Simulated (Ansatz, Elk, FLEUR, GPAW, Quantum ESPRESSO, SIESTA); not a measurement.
**Code comparison for Mn3Si (Fm-3m, 4 atoms in the cell)**

Self-consistent single point.

```
CELL_PARAMETERS angstrom
      0.00000     2.82192     2.82192
      2.82192     0.00000     2.82192
      2.82192     2.82192     0.00000
ATOMIC_POSITIONS crystal
  Mn 0.25000 0.25000 0.25000
  Mn 0.75000 0.75000 0.75000
  Mn 0.50000 0.50000 0.50000
  Si 0.00000 0.00000 0.00000
```
Moments meant for the start (each program seeds them in its own way; μB, in the order of the atoms Mn Mn Mn Si): 4.0 4.0 4.0 0.0.

Shared settings, as Ansatz (an electronic-structure program) writes them: kpoints.mp_grid.grid = 7 7 7; scf.occupations.method = fermi_dirac; scf.occupations.width = 0.0073 Ry. Potentials and cutoffs stand in the table.

```csv
code,model,pressure (GPa),size of the net moment (μB/atom),cutoff
GPAW,"PBEsol, GPAW PAW datasets PBEsol (made by gpaw-setup)",-14.82,0.01,850 eV
Ansatz,"PBEsol, PAW files made with PBE",-9.60,0.28,default
Quantum ESPRESSO,"PBEsol, SSSP 1.1.2 efficiency (PBE) pseudopotentials",-9.31,0.28,50 Ry
SIESTA,"GGA PBEsol, numerical atomic orbitals DZP, PseudoDojo PBEsol standard norm-conserving potentials (rewritten from UPF to PSML)",-11.28,0.27,grid 300 Ry
Elk,"PBEsol, all-electron FP-LAPW, Elk's shipped species files, APW+lo basis with extra local orbitals",–,0.28,rgkmax 8
FLEUR,"PBEsol, all-electron FLAPW (FLEUR), scalar-relativistic valence",–,0.27,Kmax 3.8 1/bohr
```

A dash marks a value that a program does not give, or that is left out as unsure.

The net moments differ, which can mean other magnetic states; other values may part for that reason too.

On Ansatz's run: the magnetic order is the one reached from the typed start; others were not searched systematically. The program warned that a starting moment was not kept.

The spread over the programs that give each value: pressure within 5.51 GPa; size of the net moment within 0.27 μB/atom.

SIESTA uses small atom-centred bases, whose incompleteness enters pressures, forces and empty levels differently from a plane-wave cutoff. Elk and FLEUR treat all electrons, but the usual bases taken here (sphere radii, linearisation, local orbitals, empty states) were not tested for convergence, so the values are no reference for the others. Ansatz's pressure is given at a fixed set of plane waves, as the other plane-wave codes print theirs; with its correction for the finite basis it is -9.30 GPa (the shift of 0.30 GPa shows how far the cutoff is from converged). In the pressure, GPAW (by 5.22) and SIESTA (by 1.69) lie more than 1 GPa from the median of the plane-wave programs.

The starting cell comes from a database of computed structures (which also holds hypothetical and non-ambient phases and stackings), without a prior relaxation at this level.

Keys are those of Ansatz 0.2.
